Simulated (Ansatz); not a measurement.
The starting structures come from a database of crystals and need not be the phases stable at ambient conditions.

By PBEsol, the system below comes out a metal.

Without scattering a metal conducts by its projected Fermi surface.

Here is the system:

```
ReTi
1.0
    3.10808     0.00000     0.00000
    0.00000     3.10808     0.00000
    0.00000     0.00000     3.10808
Ti Re
1 1
Direct
  0.50000   0.50000   0.50000
  0.00000   0.00000   0.00000
```

Space group of this cell: Pm-3m, CsCl type. The cell is taken as given; by PBEsol its mean pressure is -5.6 GPa.

The current flows along the normal of the first two printed cell vectors, the (001) plane of the conventional cell. No spin-orbit coupling; the value is a mean over 0.1 eV about the Fermi level.

Estimate the ballistic conductance per area that PBEsol in Ansatz (an electronic-structure program) returns for this system.

1.2 × 10¹⁵ S/m² for both spins.
